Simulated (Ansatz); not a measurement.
Consider Sn (space group I4_1/amd, No. 141; a = 5.8329 Å, c = 3.1581 Å).

Calculations: Ansatz (a quantum-chemistry and plane-wave program), PBEsol, PAW, cutoff 420 eV, no SOC.

One change was made to it. Results:

The c/a ratio drops by 0.048, from 0.541 to 0.493; the lattice parameter a falls by 1.4422 bohr to 9.580 bohr.

Problem. What was done to the base?
A. Sn → In
B. Sn → Ge
C. Sn → Zn

Solution. C, Sn → Zn. For comparison, the c/a ratio in the other runs: Sn → In gives 0.527; Sn → Ge gives 0.547.

Stability against distortions was not tested. As relaxed here, Zn and In are hypothetical phases, not in the database extracts checked. For Ge in this form, whether it has been made was not checked. This is not the structure that Ge has at room temperature and ambient pressure.
